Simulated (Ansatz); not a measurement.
System: SnF4 (I4/mmm, No. 139). Method: r²SCAN+rVV10 (Ansatz, a quantum-chemistry and plane-wave program, plane waves, PAW).

Settings: plane-wave cutoff 500 eV, 14×14×14 k mesh, Fermi–Dirac smearing 0.05 eV, scalar-relativistic PAW data made under PBE.

Cell (relaxed at this level):

```cif
data_F4Sn
_chemical_formula_sum 'Sn1 F4'
_space_group_name_H-M_alt 'P 1'
_space_group_IT_number 1
_cell_length_a 4.79206
_cell_length_b 4.79206
_cell_length_c 4.79206
_cell_angle_alpha 129.844
_cell_angle_beta 129.844
_cell_angle_gamma 73.657
loop_
_space_group_symop_operation_xyz
  'x, y, z'
loop_
_atom_site_label
_atom_site_type_symbol
_atom_site_fract_x
_atom_site_fract_y
_atom_site_fract_z
_atom_site_occupancy
Sn1 Sn 0.00000 0.00000 0.00000 1
F1 F 0.75379 0.75379 0.00000 1
F2 F 0.24621 0.24621 0.00000 1
F3 F 0.50000 0.00000 0.50000 1
F4 F 0.00000 0.50000 0.50000 1
```

**Question.** Predict the band gap.

**Answer.** 
- band gap: 4.19 eV (on the SCF k mesh)

Spin–orbit coupling is not included.
